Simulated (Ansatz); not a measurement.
**NaCl, pressure series**

The reference is NaCl in the rock salt structure (space group Fm-3m, No. 225).

```
NaCl
1.0
    0.00000     2.80073     2.80073
    2.80073     0.00000     2.80073
    2.80073     2.80073     0.00000
Na Cl
1 1
Direct
  0.00000   0.00000   0.00000
  0.50000   0.50000   0.50000
```

Cell and atoms are relaxed at each pressure.

Calculations: DFT with PBEsol, PAW potentials and a 420 eV plane-wave cutoff in Ansatz (a first-principles code), no SOC.

Candidates:
(a) pressure 1.5 GPa
(b) pressure 5 GPa
(c) pressure −1 GPa
(d) pressure 0.7 GPa
(e) pressure 0.3 GPa

Before the change:

The band gap comes out as 5.01 eV.

Task: Order them by band gap, highest first.

Result: (b) pressure 5 GPa (5.60 eV), (a) pressure 1.5 GPa (5.21 eV), (d) pressure 0.7 GPa (5.11 eV), (e) pressure 0.3 GPa (5.05 eV), (c) pressure −1 GPa (4.86 eV)

Load acts through the strain it causes; cell and atoms are relaxed under it. Whether these cells are dynamically stable was not tested. Competing high-pressure phases were not computed.
